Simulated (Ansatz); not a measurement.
We consider SiO2 (Ima2, No. 46, 12 atoms in the cell; start mp-555251; a measured phase of this formula has another space group), described by HSE06 (Ansatz, a program for electronic structure, plane waves, PAW).

From the output:

```
WARN output.stress: scf.exx.energy_threshold = 1e-6 eV is looser than the 1.2e-7 eV advised for a stress under a hybrid functional (1e-8 eV for each atom of …
Crystal: 12 atoms, lattice volume = 216.910 Å³
Basis set: ecut = 460 eV, 4859 PW (Γ), exchange–correlation on 100×100×100 points (8 copies of the dense FFT grid, shifted against one another)
Bands: 44, of which v1, the nominal top of the filled ones, is band 32 counted from 1 (31 counted from 0)
Symmetry: 4 space group operations
Space group: Ima2 (ITA 46), of the structure as read, at distance tolerance 6.0e-5 Å
k-points: 46 of 216 (time reversal used)
SCF iter   1: F=—  HF=-7096.342192 eV  |F-HF|=—  |Δ(HF+E_count)|=         —  Δρ=1.51e-3  dr2=4.35e-3
SCF iter   2: F=-7096.348273 eV  HF=-7096.347441 eV  |F-HF|=8.32e-4  |Δ(HF+E_count)|=   5.25e-3  Δρ=9.27e-4  dr2=1.08e-3
Crystal: 12 atoms, lattice volume = 216.910 Å³
Initial density: handed on by an earlier stage of this run
  ...
Crystal: 12 atoms, lattice volume = 216.910 Å³
SCF iter   7: F=—  HF=-7097.704901 eV  |F-HF|=—  |Δ(HF+E_count)|=   2.65e-9  Δρ=1.04e-6  dr2=1.94e-9
SCF iter   8: F=-7097.704901 eV  HF=-7097.704901 eV  |F-HF|=1.67e-10  |Δ(HF+E_count)|=  6.55e-10  Δρ=3.33e-7  dr2=2.09e-10
SCF 3 converged in 8 iterations: F = -7097.704901 eV  dr2 = 2.09e-10
Free energy (F): -7097.704901 eV
Internal energy: -7097.704901 eV  (E = F + TS)
E sigma→0 (E₀):  -7097.704901 eV
Fermi energy:    1.829214 eV
--- Forces (eV/Å), atoms counted from 1 ---
  atom   1  Si    -0.07705776    -0.05910922    -0.00534500
  atom   2  Si     0.07705776     0.05910922    -0.00534500
  atom   3  Si     0.07705776    -0.05910922    -0.00534500
  atom   4  Si    -0.07705776     0.05910922    -0.00534500
  atom   5  O      0.17754459    -0.13409836    -0.08479615
  atom   6  O     -0.17754459     0.13409836    -0.08479615
  atom   7  O     -0.17754459    -0.13409836    -0.08479615
  atom   8  O      0.17754459     0.13409836    -0.08479615
  atom   9  O     -0.00000000    -0.00000000     0.12822796
  atom  10  O     -0.00000000     0.00000000     0.12822796
  atom  11  O      0.00000000    -0.22341738     0.05205499
  atom  12  O     -0.00000000     0.22341738     0.05205499
--- Stress (GPa, compression-positive) ---
       -1.895007       0.000000       0.000000
        0.000000      -1.942805       0.000000
        0.000000       0.000000      -1.837617
  P = ⅓ Tr σ = -1.8918 GPa (-18.918 kbar)
```

**Question.** Write an input file that could have produced this run (the log leaves some choices open).

**Answer.** This is not unique; one that fits is 
Ansatz 0.2 input:
```yaml
crystal:
  lattice:
    - [-4.9379724395, 4.2866740503, 2.5618328687]
    - [4.9379724395, -4.2866740503, 2.5618328687]
    - [4.9379724395, 4.2866740503, -2.5618328687]
  atoms:
    - { symbol: Si, position: [0.1497752032, 0.5919494486, 0.742419068] }
    - { symbol: Si, position: [0.8495303806, 0.4073561352, 0.257580932] }
    - { symbol: Si, position: [0.1497752032, 0.9073561352, 0.0578257547] }
    - { symbol: Si, position: [0.8495303806, 0.0919494486, 0.9421742453] }
    - { symbol: O, position: [0.0773035057, 0.3492093818, 0.8455065096] }
    - { symbol: O, position: [0.5037028722, 0.2317969961, 0.1544934904] }
    - { symbol: O, position: [0.0773035057, 0.7317969961, 0.2280941239] }
    - { symbol: O, position: [0.5037028722, 0.8492093818, 0.7719058761] }
    - { symbol: O, position: [0.9379493511, 0.9379493511, 0.0] }
    - { symbol: O, position: [0.9379493511, 0.4379493511, 0.5] }
    - { symbol: O, position: [0.8772746953, 0.2262986872, 0.1509760082] }
    - { symbol: O, position: [0.075322679, 0.7262986872, 0.8490239918] }
basis:
  ecutwfc: 460
  ecutrho_ratio: 4
  xc_grid: 2
kpoints:
  mp_grid: { grid: [6, 6, 6] }
  band_path: { path: [[0, 0, 0], [-0.621807, 0.378193, 0.621807]], npoints: 1 }
hamiltonian:
  xc: hse06
  dispersion: none
  pseudopotentials: { kind: paw }
scf:
  occupations: { method: fermi_dirac, width: 0.01 }
  convergence: { dr2_threshold: 0.0000000012 }
output:
  forces: true
  stress: true
  eigenvalues: true
  write_bands: true
```

The PAW data were made under PBE.

Note: cell and atoms aren't relaxed at this level (largest force component 0.22 eV/Å, pressure -1.9 GPa).

It cost around 19 core-minutes (rough) of CPU time.

A start named mp-… is a Materials Project structure, which need not be a measured phase.
